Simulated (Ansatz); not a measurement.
The parent structure is SiC (space group P6_3mc, No. 186).

```
CELL_PARAMETERS angstrom
      3.07808     0.00000     0.00000
     -1.53904     2.66570     0.00000
      0.00000     0.00000    10.07605
ATOMIC_POSITIONS crystal
  Si 0.00000 0.00000 0.50032
  Si 0.00000 0.00000 0.00032
  Si 0.33333 0.66667 0.25025
  Si 0.66667 0.33333 0.75025
  C  0.00000 0.00000 0.31286
  C  0.00000 0.00000 0.81286
  C  0.33333 0.66667 0.06221
  C  0.66667 0.33333 0.56221
```

Cartesian axes are those of the cell as printed.

Method: DFT with PBEsol, PAW potentials and a 420 eV plane-wave cutoff in Ansatz (a first-principles code), spin-orbit coupling left out.

Before the change:

The band gap is 2.12 eV and the smallest direct gap is 3.24 eV.

One thing is altered: uniaxial strain ε_zz = +0.75 %, all other strain components held at zero; the atoms relax in the strained cell.

Problem. What happens to the stress, energy relative to the base, band gap and smallest direct gap?

Solution. The stress (xx, yy, zz, yz, xz, xy; compression positive) amounts to (-0.43, -0.43, -4.02, 0.00, 0.00, 0.00) GPa; the energy increases by 1.0 meV/atom; the band gap drops by 0.05 eV to 2.07 eV; the smallest direct gap falls by 0.03 eV, from 3.24 eV to 3.21 eV.

No phonon test of stability was made.
